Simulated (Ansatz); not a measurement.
# Lattice parameter c of BP (model structure, started from the CdTe type, P6₄22, No. 181, 6 atoms in the cell) at several levels of theory

No measured value is used here.

| level (code) | value (Å) |
|---|---|
| LDA (Ansatz) | 6.901 |
| PBE (Ansatz) | 6.996 |
| PBEsol (Ansatz) | ? |
| PBE-D3(BJ) (Ansatz) | ? |
| r²SCAN (Ansatz) | 7.005 |
| r²SCAN+rVV10 (Ansatz) | 6.996 |

Q: Complete the blanks.

A: 
- PBEsol (Ansatz, a quantum-chemistry and plane-wave program), value (Å): 6.940
- PBE-D3(BJ) (Ansatz), value (Å): 6.923

Cutoffs differ between the levels. Ansatz's density-functional and Hartree–Fock values are scalar-relativistic unless marked +SOC, with PAW data made under PBE.

A model structure was made by putting elements into a prototype or built by hand; it is no filed structure, need not be a known phase, and can be a saddle point held by its symmetry.
